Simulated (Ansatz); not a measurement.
**SnO: pressure series**

The reference is SnO in the litharge type structure (space group P4/nmm, No. 129; layered, stacked along the Cartesian z axis).

```
SnO
1.0
    3.83710     0.00000     0.00000
    0.00000     3.83710     0.00000
    0.00000     0.00000     4.75861
Sn O
2 2
Cartesian
  1.91855   0.00000   1.15843
  0.00000   1.91855   3.60018
  0.00000   0.00000   0.00000
  1.91855   1.91855   0.00000
```

Cell and atoms are relaxed at each pressure.

All numbers come from Ansatz (a quantum-chemistry and plane-wave program), PBE-D3(BJ), PAW, cutoff 420 eV, no SOC.

```
case               shortest interatomic distance  c/a ratio     density  band gap
-----------------  -----------------------------  ---------  ----------  --------
base                                  4.235 bohr      1.240  6.39 g/cm³      zero
pressure −1 GPa                       4.248 bohr      1.268  6.17 g/cm³   0.21 eV
pressure 0.9 GPa                      4.225 bohr      1.223  6.54 g/cm³      zero
pressure 2.1 GPa                      4.211 bohr      1.206  6.73 g/cm³      zero
pressure 4.5 GPa                      (withheld)      1.185  (withheld)      zero
pressure 9 GPa                        4.151 bohr      1.162  7.47 g/cm³      zero
pressure 15 GPa                       4.112 bohr      1.144  7.90 g/cm³      zero
pressure 22.5 GPa                     4.071 bohr      1.135  8.35 g/cm³      zero
pressure 30 GPa                       4.036 bohr      1.127  8.72 g/cm³      zero
```

Task: Fill in the withheld entries from the trend.

Result: 
- pressure 4.5 GPa, shortest interatomic distance: 4.188 bohr
- pressure 4.5 GPa, density: 7.04 g/cm³

Load acts through the strain it causes; cell and atoms are relaxed under it. Stability against distortions was not tested. No other phases were tried under pressure. The final runs are not spin-polarised. The zero or small gap of SnO can change with the level of theory.
